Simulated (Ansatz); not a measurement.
# How far to go with the k-point mesh: the (100) slab of LaCu2 (cut from a parent of space group no. 191; 6 atoms in the cell)

```yaml
crystal:
  lattice:
    - [4.31319, 0.00000, 0.00000]
    - [0.00000, 3.86251, 0.00000]
    - [0.00000, 0.00000, 20.22550]
  atoms:
    - { symbol: La, position: [0.50000, 0.00000, 0.40766] }
    - { symbol: Cu, position: [0.00000, 0.50000, 0.46922] }
    - { symbol: Cu, position: [0.00000, 0.50000, 0.34610] }
    - { symbol: La, position: [0.00000, 0.00000, 0.59234] }
    - { symbol: Cu, position: [0.50000, 0.50000, 0.65390] }
    - { symbol: Cu, position: [0.50000, 0.50000, 0.53078] }
```

Method of the run: PBEsol, default PAW files made with PBE (plane waves; Ansatz, a quantum-chemistry and plane-wave program).

Base settings: basis.ecutwfc = 420 eV; kpoints.mp_grid.grid = 6 7 1; hamiltonian.xc = pbesol; hamiltonian.pseudopotentials = {kind: paw} (the program's default PAW files); scf.occupations.method = fermi_dirac; scf.occupations.width = 0.1 eV.

Only quantities that move along the ladder and can be compared are tabulated.

The count of work is k-points × plane waves × bands × iterations; it is no time. Core times come from one kind of shared machine, to one figure; runs under 30 s give none.

The starting cell comes from a database of computed structures (which also holds hypothetical and non-ambient phases and stackings), without a prior relaxation at this level. The slab is cut from that crystal, and its faces are unrelaxed. Its lattice was rescaled by up to half a per cent. Spin polarisation is off.

```csv
kpoints.mp_grid.grid,free energy less the last step's (meV/atom),largest difference of a force vector from the last step's (eV/Å),count of work / last,core time / last (rough)
2 2 1,-96.21,0.250,0.033,–
2 3 1,-0.01,0.262,0.030,–
3 3 1,-4.34,0.080,0.030,–
3 4 1,12.75,0.026,0.041,–
4 4 1,3.75,0.077,0.068,–
4 5 1,-1.81,0.025,0.061,–
5 5 1,-0.28,0.010,0.068,–
6 6 1,0.77,0.019,0.11,–
6 7 1,-0.35,0.007,0.12,–
7 7 1,-0.15,0.006,0.12,–
8 9 1,-0.32,0.003,0.19,0.2
9 10 1,0.03,0.003,0.23,0.1
11 12 1,-0.06,0.001,0.32,0.3
12 14 1,-0.01,0.001,0.42,0.3
14 16 1,-0.02,0.001,0.55,0.3
17 19 1,0.01,0.000,0.68,0.5
20 22 1,0.00,0.000,1.0,1
```

Coarsest kpoints.mp_grid.grid that holds the free energy within 2 meV/atom of the last step, with all finer ones: 4 5 1, at 0.061 of the last step's count of work; the step before is off by 3.7 meV/atom.

Coarsest kpoints.mp_grid.grid that holds the forces within 0.005 eV/Å of the last step, with all finer ones: 8 9 1, at 0.19 of the last step's count of work and about 0.2 of the last step's time; the step before is off by 0.006 eV/Å.

Keys are those of Ansatz 0.2.
